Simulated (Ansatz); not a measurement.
**Ansatz (a quantum-chemistry and plane-wave program) run on Ba3Sc (I4/mmm, 4 atoms in the cell): self-consistent single point**

Level of theory: PBE (plane waves, PAW; Ansatz).

Input as run:

Ansatz 0.2 input:
```yaml
# Ba3Sc
crystal:
  lattice:
    - [-2.835236, 2.835236, 6.315328]
    - [2.835236, -2.835236, 6.315328]
    - [2.835236, 2.835236, -6.315328]
  atoms:
    - { symbol: Ba, position: [0.500000, 0.500000, 0.000000] }
    - { symbol: Ba, position: [0.750000, 0.250000, 0.500000] }
    - { symbol: Ba, position: [0.250000, 0.750000, 0.500000] }
    - { symbol: Sc, position: [0.000000, 0.000000, 0.000000] }
basis:
  ecutwfc: 420.0
kpoints:
  mp_grid:
    grid: [10, 10, 10]
hamiltonian:
  xc: pbe
  pseudopotentials:
    kind: paw
scf:
  occupations:
    method: fermi_dirac
    width: 0.05
output:
  forces: true
  eigenvalues: true
  stress: true
```

Output, abridged:

```
WARN ansatz: RAYON_NUM_THREADS=1 ignored (pool sized by the plan → 1); use --threads N
Pseudopotentials: kind: paw
Pseudopotential: Ba, paw, valence charge 10
Pseudopotential: Sc, paw, valence charge 11
Crystal: 4 atoms, lattice volume = 203.065 Å³
Basis set: ecut = 420 eV, 4005 PW (Γ), exchange–correlation on 108×108×108 points (8 copies of the dense FFT grid, shifted against one another)
Bands: 25, of which v1, the nominal top of the filled ones, is band 21 counted from 1 (20 counted from 0)
Symmetry: 16 space group operations
Space group: I4/mmm (ITA 139), of the structure as read, at distance tolerance 5.9e-5 Å
k-points: 102 of 1000
Initial density: superposition of atomic densities (neutral atoms: chi_scale 0, normalization atom), corrected by the library's trained network
Initial wavefunctions: pseudopotential atomic-orbital guess
Eigensolver: davidson
Functional: x = pbe(κ = 0.804, μ = 0.2195149727645171), c = pbe(β = 0.06672455060314922)
SCF iter   1: F=—  HF=-19983.149526 eV  |F-HF|=—  |Δ(HF+E_count)|=         —  Δρ=1.55e-3  dr2=8.01e-3  ethr=1.77e-3  ⟨swp⟩=7.5  Hψ=14518  notcnv=0
all-band conjugate gradients solve this SCF's bands
preconditioner: auto → Kerker (q_TF=auto, 2.090 Å⁻¹)
SCF iter   2: F=—  HF=-19983.150898 eV  |F-HF|=—  |Δ(HF+E_count)|=   1.37e-3  Δρ=9.46e-4  dr2=3.39e-3  ethr=1.95e-5  ⟨swp⟩=2.1  Hψ=3798  notcnv=0
SCF iter   3: F=—  HF=-19983.151415 eV  |F-HF|=—  |Δ(HF+E_count)|=   5.16e-4  Δρ=3.74e-4  dr2=5.11e-4  ethr=8.27e-6  ⟨swp⟩=2.0  Hψ=3650  notcnv=0
SCF iter   4: F=—  HF=-19983.151493 eV  |F-HF|=—  |Δ(HF+E_count)|=   7.86e-5  Δρ=7.54e-5  dr2=1.69e-5  ethr=1.25e-6  ⟨swp⟩=2.4  Hψ=4810  notcnv=0
SCF iter   5: F=—  HF=-19983.151493 eV  |F-HF|=—  |Δ(HF+E_count)|=   4.65e-7  Δρ=2.56e-5  dr2=2.01e-6  ethr=4.12e-8  ⟨swp⟩=2.0  Hψ=3230  notcnv=0
SCF iter   6: F=—  HF=-19983.151493 eV  |F-HF|=—  |Δ(HF+E_count)|=   1.29e-7  Δρ=5.69e-6  dr2=1.13e-7  ethr=4.91e-9  ⟨swp⟩=2.0  Hψ=4743  notcnv=0
SCF iter   7: F=-19983.151493 eV  HF=-19983.151493 eV  |F-HF|=7.74e-9  |Δ(HF+E_count)|=   1.07e-9  Δρ=1.62e-6  dr2=1.59e-8  ethr=2.44e-10  ⟨swp⟩=6.7  Hψ=13049  notcnv=0
SCF 1 converged in 7 iterations: F = -19983.151493 eV  dr2 = 1.59e-8
SCF converged after 7 iterations
Free energy (F): -19983.151493 eV
Harris-Foulkes:  -19983.151493 eV  (|F-HF|=7.74e-9)
Internal energy: -19983.080116 eV  (E = F + TS)
E sigma→0 (E₀):  -19983.115804 eV
Entropy (-TS):   -0.071377 eV (-17.844 meV/atom)
Fermi energy:    6.610803 eV
--- Per-component energies (eV) ---
  E_band       = -432.376387
  E_kinetic    = 758.134290
  E_local      = -2105.126216  (includes V_loc(G=0)·N_el)
  E_nonlocal   = 256.129255
  E_hartree    = 705.313771
  E_xc         = -602.802384
  E_vxc        = -528.577507  (∫ρ·V_xc dr)
  E_paw        = -16633.211511  (= ΣΔE_a)
  E_vpaw       = -223.560620  (= ΣTr[D̂ρ^β])
  E_aug_tail   = 0.000005  (compensation charges beyond the density's cutoff)
  E_ewald      = -2361.517326
  E_smearing   = -0.071377  (= −TS)
  E_closure    = 0.000000  (closes the sum)
  Σ components = -19983.151493   (vs F -19983.151493, Δ=0.00e0)
--- Forces (eV/Å), atoms counted from 1 ---
  atom   1  Ba     0.00000000     0.00000000    -0.00000000
   [... zero for the other atoms too ...]
  max |Σ_I F_I| component: 1.21e-17 eV/Å
--- Stress (GPa, compression-positive) ---
       -0.110027       0.000000       0.000000
        0.000000      -0.110027       0.000000
       -0.000000      -0.000000      -1.073338
  P = ⅓ Tr σ = -0.4311 GPa (-4.311 kbar)
  The stress holds the Pulay correction. Without it, at fixed plane waves, as pw.x and ABINIT print it: P = -0.4356 GPa
--- Band table (eV; the first three rows and the last of 102) ---
  k-point 0: bands = ["-44.1433", "-22.7459", "-22.7459", "-22.7134", "-21.9550", "-21.8412", "-21.8385", "-7.4186", "-7.4114", "-7.4114", "-7.0700", "-7.0700", "-6.9986", "-6.8599", "-6.8326", "-6.8326", "3.3988", "5.5623", "6.0137", "6.3634", [...]
  k-point 1: bands = ["-44.1433", "-22.7460", "-22.7459", "-22.7134", "-21.9495", "-21.8460", "-21.8390", "-7.4601", "-7.3661", "-7.3570", "-7.1096", "-7.0792", "-6.9675", "-6.8937", "-6.8655", "-6.8270", "3.5388", "5.6923", "6.1326", "6.4303", [...]
  k-point 2: bands = ["-44.1433", "-22.7462", "-22.7459", "-22.7134", "-21.9349", "-21.8585", "-21.8405", "-7.5076", "-7.3041", "-7.2109", "-7.1725", "-7.1379", "-7.0121", "-6.9241", "-6.8847", "-6.8144", "3.9263", "5.9753", "6.1978", "6.4593", [...]
  k-point 101: bands = ["-44.1433", "-22.7459", "-22.7459", "-22.7138", "-21.9416", "-21.8518", "-21.8413", "-7.4535", "-7.4535", "-7.1646", "-7.1420", "-6.9945", "-6.9945", "-6.9913", "-6.8611", "-6.8611", "4.3625", "4.8900", "5.5866", "5.8501", [...]
```

The run converged in 7 iterations.

The starting cell was generated: these elements placed on a structure prototype, without a prior relaxation; it need not be a known phase or ordering of this composition. Ansatz's pressure includes its estimate of the finite-basis (Pulay) stress.
